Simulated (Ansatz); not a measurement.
Start from BeS (space group P4/nmm, No. 129; a hypothetical phase, not in the database extracts checked; layered, stacked along the Cartesian z axis).

```cif
data_Be2S2
_chemical_formula_sum 'Be2 S2'
_space_group_name_H-M_alt 'P 1'
_space_group_IT_number 1
_cell_length_a 3.45211
_cell_length_b 3.45211
_cell_length_c 5.62078
_cell_angle_alpha 90.000
_cell_angle_beta 90.000
_cell_angle_gamma 90.000
loop_
_space_group_symop_operation_xyz
  'x, y, z'
loop_
_atom_site_label
_atom_site_type_symbol
_atom_site_fract_x
_atom_site_fract_y
_atom_site_fract_z
_atom_site_occupancy
Be1 Be 0.50000 0.50000 0.50000 1
Be2 Be 0.00000 0.00000 0.50000 1
S1 S 0.50000 0.00000 0.71698 1
S2 S 0.00000 0.50000 0.28302 1
```

Levels (all Ansatz, a quantum-chemistry and plane-wave program, PAW): PBEsol (420 eV, no spin-orbit coupling); HSE06 (420 eV, scalar-relativistic without spin-orbit coupling).

Its gap is 3.39 eV with PBEsol and 4.48 eV with HSE06.

Now apply this change: cell and atoms relaxed at a pressure of 7.5 GPa.

With PBEsol the gap becomes 1.97 eV.

If the HSE06 correction stayed the same, what would the HSE06 gap be, and what does the HSE06 run give?

A rigid correction of +1.09 eV gives 3.06 eV. The HSE06 run gives 3.02 eV, so the correction itself changes by -0.04 eV.

Single points use the geometry relaxed with PBEsol. Load acts through the strain it causes; cell and atoms are relaxed under it. Whether these cells are dynamically stable was not tested. No other phases were tried under pressure. The base started in Pnma and relaxed to P4/nmm at this level. No dispersion term is included in the PBEsol runs.
